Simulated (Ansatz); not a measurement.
SiC (model structure, P6₂22, No. 180, 6 atoms in the cell), treated with LDA (Ansatz, a first-principles code, PAW).

Run with plane-wave cutoff 520 eV, 24×24×8 k mesh (along the axes of the cell as run), Fermi–Dirac smearing 0.05 eV, scalar-relativistic PAW data made under PBE.

Cell (relaxed with PBEsol):

```xyz
6
Lattice="3.0657 0.0000 0.0000 -1.5329 2.6550 0.0000 0.0000 0.0000 7.0312" Properties=species:S:1:pos:R:3 pbc="T T T"
Si     1.5329     0.0000     4.6874
Si    -0.7664     1.3275     2.3437
Si     0.7664     1.3275     0.0000
C      1.5329     0.0000     1.1719
C     -0.7664     1.3275     5.8593
C      0.7664     1.3275     3.5156
```

Q: What does this level give for the band gap and Γ–Γ gap?

A: 
band gap: 0.83 eV (on the SCF k mesh)
Γ–Γ gap: 3.45 eV

Note: the relaxation could raise the start's symmetry but not lower it, so the cell can be a saddle point; cell and atoms aren't relaxed at this level (pressure -4.3 GPa).

Static lattice: no zero-point or thermal effects.

It cost about 16 core-seconds (a rough figure) of CPU time.

A model structure was made by putting elements into a prototype or built by hand; it is no filed structure, need not be a known phase, and can be a saddle point held by its symmetry.
